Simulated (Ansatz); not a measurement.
The parent structure is WSe₂ (space group P6_3/mmc, No. 194; a = 3.279 Å, c = 12.786 Å; layered, stacked along the Cartesian z axis).

Structures relaxed with PBE-D3(BJ) (Ansatz, a program for electronic structure; PAW; 420 eV plane waves; scalar-relativistic without spin-orbit coupling).

Base:

Simulated powder pattern, Cu Kα1, λ = 1.54056 Å (kinematic, ideal powder, no thermal factors, no anomalous dispersion; the 10 strongest lines at most, above 2 %, up to 2θ = 90°):

```tsv
2θ (°)	I/Imax (%)	hkl
13.84	75	(002)
31.48	34	(100)
34.53	13	(102)
38.05	100	(103)
47.83	40	(105)
56.05	27	(110)
58.03	12	(112)
69.75	17	(203)
72.71	11	(116)
84.61	16	(118)
```

After one change:

Simulated powder pattern, Cu Kα1, λ = 1.54056 Å (kinematic, ideal powder, no thermal factors, no anomalous dispersion; the 10 strongest lines at most, above 2 %, up to 2θ = 90°):

```
2θ (°)  I/Imax (%)
------  ----------
14.18           64
32.27           32
35.41           11
39.02          100
43.47           10
49.08           32
57.55           25
71.73           17
74.80           13
87.20           14
```

**Question.** Which change produced these results?
A) isotropic strain −0.60 %
B) isotropic strain −2.40 %
C) isotropic strain −1.20 %
D) isotropic strain −3.00 %

**Answer.** B, isotropic strain −2.40 %. Its volume per atom is 18.45 Å³ against 19.84 Å³, and its space group is P6_3/mmc (No. 194).

No phonon test of stability was made.
